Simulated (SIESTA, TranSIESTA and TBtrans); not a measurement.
Device: Pd chain with one bond stretched by 2.0 Å. Leads: straight Pd chain, spacing 2.5 Å. Geometry: as built, not relaxed. Transport runs along z; the first 6 and the last 6 of the 18 atoms are the lead cells, repeated to infinity.

```xyz
18
Lattice="9.000 0.000 0.000 0.000 9.000 0.000 0.000 0.000 47.000" Properties=species:S:1:pos:R:3 pbc="F F T"
Pd     4.500     4.500     0.000
Pd     4.500     4.500     2.500
Pd     4.500     4.500     5.000
Pd     4.500     4.500     7.500
Pd     4.500     4.500    10.000
Pd     4.500     4.500    12.500
Pd     4.500     4.500    15.000
Pd     4.500     4.500    17.500
Pd     4.500     4.500    20.000
Pd     4.500     4.500    24.500
Pd     4.500     4.500    27.000
Pd     4.500     4.500    29.500
Pd     4.500     4.500    32.000
Pd     4.500     4.500    34.500
Pd     4.500     4.500    37.000
Pd     4.500     4.500    39.500
Pd     4.500     4.500    42.000
Pd     4.500     4.500    44.500
```
Starting moments (μB): atom 7 +0.7, atom 8 +0.7, atom 9 +0.7, atom 10 +0.7, atom 11 +0.7, atom 12 +0.7; lead atoms +0.7 (left) and +0.7 (right).

Run with TranSIESTA and TBtrans (open boundaries, self-consistent; PseudoDojo norm-conserving potentials, scalar-relativistic): Spin polarized, PAO.BasisSize DZP, PAO.EnergyShift 0.15 eV, XC.Authors PBE, Mesh.Cutoff 200 Ry, ElectronicTemperature 300 K, TS.Voltage 0.0 eV, TBT.Elecs.Eta 0.001 eV.

Energies count from the leads' Fermi level. Transmissions are for each spin. The energy step is 0.01 eV; narrower resonances are cut or missed.

```csv
E (eV),T up,T down
-0.20,0.123,0.0904
-0.15,0.121,0.109
-0.10,0.120,0.133
-0.05,0.135,0.164
0.00,0.148,0.200
0.05,0.160,0.238
0.10,0.171,0.275
0.15,0.180,0.304
0.20,0.190,0.318
```

**Question.** Give the zero-bias conductance in μS and the resistance at 300 K.

**Answer.** At the Fermi level the mean of both spins is (0.148 + 0.200)/2 = 0.174. Averaged with −∂f/∂E over the full grid (kT = 25.9 meV) it is 0.174. With G0 = 2e²/h = 77.48 μS, G = 13.5 μS and R = 1/G = 74.1 kΩ.

**Question.** Estimate the thermopower by Mott's formula S = −(π²/3)(kB²T/e) d ln T/dE from the rows at -0.05 and 0.05 eV.

**Answer.** d ln T/dE = 2.86 eV⁻¹ and (π²/3) kB²T/e = 7.33 μV/K · eV, so S = -21 μV/K; the full integral gives -20 μV/K. A negative sign means that T rises with energy over the thermal window.

**Question.** The eigenchannels at the Fermi level (both spins) transmit 0.148, 0.186, 0.00572, 0.00572, 0.00216. What Fano factor of the shot noise follows at low temperature and bias?

**Answer.** F = Σ τ(1 − τ)/Σ τ = 0.291/0.348 = 0.84.

The magnetic order of the leads was set by the start, and no other order was tried; the separate lead runs end at 0.76 (left) and 0.76 (right) μB an atom. The straight chain is held at its spacing; free chains may zigzag or dimerise.
